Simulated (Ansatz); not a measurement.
# How the band gap of cubic perovskite CsHgCl₃ moves with the method

No measured value is used here.

| level (code) | value (eV) | cell (Å³/atom) |
|---|---|---|
| LDA (Ansatz) | 0.00 | 27.80 |
| BLYP (Ansatz) | 0.00 | 31.67 |
| PBEsol (Ansatz) | 0.00 | 29.24 |
| PBEsol+SOC (Ansatz) | 0.00 | 29.11 |
| r²SCAN+SOC (Ansatz) | 0.00 | 30.08 |
| HSE06 (Ansatz) | 0.51 | 30.50 |

Computed values are for a static lattice. Spin–orbit coupling is included only where a level's name says +SOC; with heavier elements it mostly lowers gaps and can invert bands. A gap of zero means that the bands touch or overlap; how far they overlap is not shown.  LDA, PBEsol, PBEsol+SOC, r²SCAN+SOC, HSE06: the relaxation could not lower the start's symmetry, so the cell can be a saddle point above a distorted one. Values are at the level's own equilibrium cell; BLYP at a fixed cell, not relaxed at this level and not confirmed as the measured one. Cutoffs and k meshes differ between the levels. Ansatz's density-functional and Hartree–Fock values are scalar-relativistic unless marked +SOC, with PAW data made under PBE.

Ansatz is a first-principles code.
